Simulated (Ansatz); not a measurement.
Take MoS₂ in the 3R-MoS2 type structure (space group R3m, No. 160; layered, stacked along the Cartesian z axis) as the base.

```
MoS2
1.0
    1.57661     0.91026     5.99789
   -1.57661     0.91026     5.99789
    0.00000    -1.82051     5.99789
Mo S
1 2
Direct
  0.00002   0.00002   0.00002
  0.75353   0.75353   0.75353
  0.57975   0.57975   0.57975
```

Cartesian axes are those of the cell as printed.

The values are results of Ansatz (a quantum-chemistry and plane-wave program), PBE-D3(BJ), PAW, cutoff 420 eV, no spin-orbit coupling, earlier PAW set, not measurements.

Now apply this change: every lattice vector is stretched by 1.96 %; the atoms relax in the strained cell.

Task: Predict the stress tensor and what it implies for the stiffness.

Result: Stress of the strained cell less that of the base (GPa, compression positive):
```
  -5.36    0.00    0.00
   0.00   -5.36    0.00
   0.00    0.00   -1.26
```

Then B = −ΔP/(ΔV/V₀) with ΔV/V₀ = 0.0600 gives secant stiffness values (nonlinear terms included at this strain): B (at held cell shape, above the free-shape value) ≈ 67 GPa.

As a check, the harmonic strain energy −½ V₀ Δσ:ε is 13 meV/atom; the computed energy rise is 14 meV/atom.

Stability against distortions was not tested.
